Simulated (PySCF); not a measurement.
PySCF 2.14.0, B3LYP/def2-svpd, df: Mg(Cl)2(NH3)2 ([NH3]->[Mg](<-[NH3])([Cl])[Cl]), 11 atoms. The geometry is a generated start, not checked to be a minimum at this level.

```json
{
 "task": "energy",
 "method": "b3lyp",
 "basis": "def2-svpd",
 "two_electron_scheme": "density fitting",
 "mol.max_memory": "3000 MB",
 "mf.max_cycle": "100",
 "mf.init_guess": "minao (default)",
 "mf.DIIS": "CDIIS (default)",
 "mf.diis_space": "8 (default)",
 "mf.conv_tol": "1e-09 (default)",
 "mf.grids.level": "3 (default)",
 "basis_functions": "163",
 "grid_points": "142992"
}
```

```xyz
11

Mg    -0.0272     0.4380     0.4992
Cl     2.0972     1.0118     0.3827
Cl    -1.5662     1.0788     1.8871
N      0.3992    -1.7137     0.9810
H      0.2041    -2.4832     0.3446
H      0.0087    -1.9426     1.8906
H      1.4080    -1.6257     1.0822
N     -0.5984     1.1782    -1.5344
H     -1.3069     1.9013    -1.4465
H     -0.8869     0.5363    -2.2631
H      0.2686     1.6207    -1.8232
```

One run each on 2 threads, 1 BLAS thread. Values of level_shift (Hartree) tried: 0 (default), 0.1, 0.3, 1.

How does the count of Fock builds change with level_shift (Hartree), and where is it least?

Fewest Fock builds, within one of each other: 0 (default) with 11, 0.1 with 11. The count rises to 35 at 1. All converge to one solution.

```
level_shift (Hartree)  Fock builds            end
---------------------  -----------  -------------
0 (default)                     11  same solution
0.1                             11  same solution
0.3                             16  same solution
1                               35  same solution
```
